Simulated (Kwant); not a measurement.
Device: wire with a row of barriers in a InSb two-dimensional gas. Effective mass 0.014 mₑ, grid spacing 10 nm, hard walls, nominal width 300 nm (29 grid rows, so walls 300 nm apart), one parabolic valley, scattering region 1000 nm long along x; energies count from the band bottom; Fermi energy swept from 0.00023875 to 0.0028351 eV. 2 barrier(s) across the wire, height 0.012 eV, thickness 20 nm (about 2 grid columns), spaced by 160 nm.

Constants are typed, rounded textbook-type inputs, not results; the design itself was drawn at random and stands for no fabricated device.

Kwant, effective-mass tight-binding model on a square grid, one spin, coherent transport at 0 K. Conductance is in e²/h.

Density of the scattering states that come in from the left lead, at energy = 0.00089193 eV, in bins, relative to the largest site value (x marks bins outside the device):

```
|                                            |
|                                            |
|  ....      ....                            |
| .::::.    .:::..                           |
| :-==-:   .:-==:.   ...                     |
| :=++=:.  .-=+=-:  .....                    |
|.-+**=-.  :-+*+=:  ..:..                    |
|.-*##*-.  :=*##+:  .:::.                    |
|.=#%%*=.  :+#@%+- .::-:.                    |
|.=#@@#=.  :+%@%*- .::-:.                    |
|.=#@@#=:  -+%@%*- .::-:.                    |
|.=#@@#=.  -+%@%*- .::-:.                    |
|.=#@@#=.  :+%@%*- .::-:.                    |
|.=#%%*=.  :+#@%+- .::-:.                    |
|.-*##*-.  :=*##+:  .:::.                    |
|.-+**=-.  :-+*+=:  ..:..                    |
| :=++=:.  .-=+=-:  .....                    |
| :-==-:   .:-==:.   ...                     |
| .::::.    .:::..                           |
|  ....      ....                            |
|                                            |
|                                            |
```
Scale: ten equal steps from 0.000 (start of ' ') to 0.979 (end of '@'), in the order ' .:-=+*#%@'; x runs from -479 to 479, y from -134 (bottom) to 134 (top).

The conductance there is 0.024 e²/h with 1 open channel(s) in the leads.
